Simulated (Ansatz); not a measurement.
Input and output of a self-consistent single point for NbTc (Cmm2, 2 atoms in the cell) (Ansatz, a quantum-chemistry and plane-wave program).

Method of the run: LDA (PW92), default PAW files made with PBE (plane waves; Ansatz).

```
NbTc
1.0
    1.60130    -2.30988     0.00000
    1.60130     2.30988     0.00000
    0.00000     0.00000     4.43654
Nb Tc
1 1
Direct
  0.00000   0.00000   0.01127
  0.50000   0.50000   0.50000
```

Reference input (self-consistent single point, DFT, LDA (PW92), plane waves, default PAW files made with PBE): basis.ecutwfc = 36.7 Ry; kpoints.mp_grid.grid = 12 12 8; hamiltonian.xc = lda; hamiltonian.pseudopotentials = {kind: paw} (the program's default PAW files); scf.occupations.method = gaussian; scf.occupations.width = 0.0073 Ry. This run's input differs from it in these lines:

Ansatz 0.2 input:
```diff
@@ -12,3 +12,3 @@
 kpoints:
-  mp_grid: { grid: [12, 12, 8] }
+  mp_grid: { grid: [20, 20, 13] }
 hamiltonian:
```

Output, abridged:

```
SCF iter   1: F=—  HF=-9724.894270 eV  |F-HF|=—  |Δ(HF+E_count)|=         —  Δρ=8.01e-2  dr2=2.75e0  ethr=3.10e-3  ⟨swp⟩=5.0  Hψ=57104  notcnv=0
all-band conjugate gradients solve this SCF's bands
preconditioner: auto → none
SCF iter   2: F=—  HF=-9724.365041 eV  |F-HF|=—  |Δ(HF+E_count)|=   5.29e-1  Δρ=5.19e-2  dr2=1.59e0  ethr=3.10e-3  ⟨swp⟩=2.6  Hψ=28916  notcnv=0  defer=87
   [... lines left out ...]
SCF iter   5: F=—  HF=-9724.034892 eV  |F-HF|=—  |Δ(HF+E_count)|=   2.28e-3  Δρ=1.76e-3  dr2=2.82e-3  ethr=4.52e-5  ⟨swp⟩=2.0  Hψ=20223  notcnv=0  defer=86
SCF iter   6: F=—  HF=-9724.034206 eV  |F-HF|=—  |Δ(HF+E_count)|=   6.85e-4  Δρ=4.53e-4  dr2=4.60e-5  ethr=1.01e-5  ⟨swp⟩=2.0  Hψ=18746  notcnv=0  defer=86
SCF iter   7: F=—  HF=-9724.034203 eV  |F-HF|=—  |Δ(HF+E_count)|=   3.60e-6  Δρ=1.12e-4  dr2=1.53e-6  ethr=1.64e-7  ⟨swp⟩=2.2  Hψ=18318  notcnv=0  defer=86
SCF iter   8: F=-9724.034203 eV  HF=-9724.034203 eV  |F-HF|=1.12e-8  |Δ(HF+E_count)|=   4.65e-7  Δρ=1.88e-5  dr2=2.73e-8  ethr=3.57e-10  ⟨swp⟩=3.7  Hψ=59543  notcnv=0
SCF 1 converged in 8 iterations: F = -9724.034203 eV  dr2 = 2.73e-8
Free energy (F): -9724.034203 eV
Internal energy: -9724.027036 eV  (E = F + TS)
E sigma→0 (E₀):  -9724.030619 eV
Entropy (-TS):   -0.007168 eV (-3.584 meV/atom)
Fermi energy:    19.545023 eV
--- Forces (eV/Å), atoms counted from 1 ---
  atom   1  Nb     0.00000000     0.00000000    -0.38943616
  atom   2  Tc     0.00000000     0.00000000     0.38945624
--- Stress (GPa, compression-positive) ---
      -15.294251       0.000000       0.000000
        0.000000     -13.530282       0.000000
        0.000000       0.000000     -15.888908
  P = ⅓ Tr σ = -14.9045 GPa (-149.045 kbar)
  The stress holds the Pulay correction. Without it, at fixed plane waves, as pw.x and ABINIT print it: P = -14.9401 GPa
```

The run converged in 8 iterations. Against the reference run the free energy is nearly the same (within 1 meV/atom), the pressure stays near -14.90 GPa while the yy stress (positive for compression) goes from -13.22 to -13.53 GPa and the largest force hardly changes (0.382 to 0.389 eV/Å).

The starting cell comes from a database of computed structures (which also holds hypothetical and non-ambient phases and stackings), without a prior relaxation at this level. Its lattice was rescaled by up to half a per cent. One atom was moved a little off its site on purpose. Spin polarisation is off. With a pressure of about -15 GPa the cell is away from its equilibrium volume at this level. Ansatz's pressure includes its estimate of the finite-basis (Pulay) stress. The cutoff lies below the one recommended for these files.

Cost on one core of a shared machine: roughly 40 s.
